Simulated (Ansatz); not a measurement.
Ansatz (a first-principles code) run on a (111) slab of CoSi2 (cut from a parent of space group no. 225; 9 atoms in the cell): self-consistent single point.

Level of theory: PBEsol, default PAW files made with PBE (plane waves; Ansatz).

```
CoSi2
1.0
    3.77872     0.00000     0.00000
    1.88936     3.27247     0.00000
    0.00000     0.00000    21.71330
Co Si
3 6
Direct
  0.00000   0.00000   0.35790
  0.33333   0.33333   0.50000
  0.66667   0.66667   0.64209
  0.66667   0.66667   0.32238
  0.33333   0.33333   0.39343
  0.00000   0.00000   0.46448
  0.66667   0.66667   0.53552
  0.33333   0.33333   0.60657
  0.00000   0.00000   0.67762
```

Reference input (self-consistent single point, DFT, PBEsol, plane waves, default PAW files made with PBE): basis.ecutwfc = 420 eV; kpoints.mp_grid.grid = 9 9 1; hamiltonian.xc = pbesol; hamiltonian.pseudopotentials = {kind: paw} (the program's default PAW files); scf.occupations.method = fermi_dirac; scf.occupations.width = 0.1 eV. This run's input differs from it in these lines:

Ansatz 0.2 input:
```diff
@@ -18,3 +18,3 @@
 kpoints:
-  mp_grid: { grid: [9, 9, 1] }
+  mp_grid: { grid: [6, 6, 1] }
 hamiltonian:
```

Output (repeated stretches shortened):

```
SCF iter   1: F=—  HF=-19010.480790 eV  |F-HF|=—  |Δ(HF+E_count)|=         —  Δρ=1.53e-2  dr2=4.61e-1  ethr=1.77e-3  ⟨swp⟩=11.6  Hψ=1962  notcnv=0  defer=1
all-band conjugate gradients solve this SCF's bands
preconditioner: auto → LDOS
SCF iter   2: F=—  HF=-19010.474092 eV  |F-HF|=—  |Δ(HF+E_count)|=   6.70e-3  Δρ=1.59e-2  dr2=3.80e-1  ethr=6.15e-4  ⟨swp⟩=2.9  Hψ=646  notcnv=0  defer=8
   [... lines left out ...]
SCF iter   6: F=—  HF=-19010.440139 eV  |F-HF|=—  |Δ(HF+E_count)|=   8.03e-5  Δρ=1.31e-4  dr2=3.34e-5  ethr=3.04e-7  ⟨swp⟩=2.3  Hψ=431  notcnv=0  defer=8
SCF iter   7: F=—  HF=-19010.440194 eV  |F-HF|=—  |Δ(HF+E_count)|=   5.57e-5  Δρ=3.71e-5  dr2=3.03e-6  ethr=4.45e-8  ⟨swp⟩=2.1  Hψ=439  notcnv=0  defer=8
SCF iter   8: F=—  HF=-19010.440196 eV  |F-HF|=—  |Δ(HF+E_count)|=   1.67e-6  Δρ=1.78e-5  dr2=8.96e-7  ethr=4.04e-9  ⟨swp⟩=2.1  Hψ=461  notcnv=0  defer=8
SCF iter   9: F=-19010.440196 eV  HF=-19010.440196 eV  |F-HF|=1.15e-7  |Δ(HF+E_count)|=   8.82e-8  Δρ=2.23e-6  dr2=8.45e-9  ethr=1.33e-10  ⟨swp⟩=11.9  Hψ=1732  notcnv=0
SCF 1 converged in 9 iterations: F = -19010.440196 eV  dr2 = 8.45e-9
Free energy (F): -19010.440196 eV
Internal energy: -19010.254971 eV  (E = F + TS)
E sigma→0 (E₀):  -19010.347583 eV
Entropy (-TS):   -0.185225 eV (-20.581 meV/atom)
Fermi energy:    2.580772 eV
--- Forces (eV/Å), atoms counted from 1 ---
  atom   1  Co    -0.00000000     0.00000000    -0.37035035
  atom   2  Co     0.00000000     0.00000000     0.00000000
  atom   3  Co     0.00000000    -0.00000000     0.37035035
  atom   4  Si    -0.00000000     0.00000000     0.68144539
  atom   5  Si    -0.00000000     0.00000000     0.05828336
  atom   6  Si     0.00000000    -0.00000000    -0.43528972
  atom   7  Si    -0.00000000    -0.00000000     0.43528972
  atom   8  Si     0.00000000    -0.00000000    -0.05828336
  atom   9  Si     0.00000000    -0.00000000    -0.68144539
--- Stress (GPa, compression-positive) ---
       -3.157725      -0.000000       0.000000
       -0.000000      -3.157725       0.000000
        0.000000       0.000000      -1.532942
  P = ⅓ Tr σ = -2.6161 GPa (-26.161 kbar)
  The stress holds the Pulay correction. Without it, at fixed plane waves, as pw.x and ABINIT print it: P = -2.6496 GPa
```

The run converged in 9 iterations. Against the reference run the free energy goes down by 1.1 meV/atom and the largest force moves little (0.673 to 0.681 eV/Å).

The starting cell has typed, rounded lattice constants, without a prior relaxation at this level. The slab is cut from that crystal, and its faces are unrelaxed. Its lattice was rescaled by up to half a per cent. Spin polarisation is off.
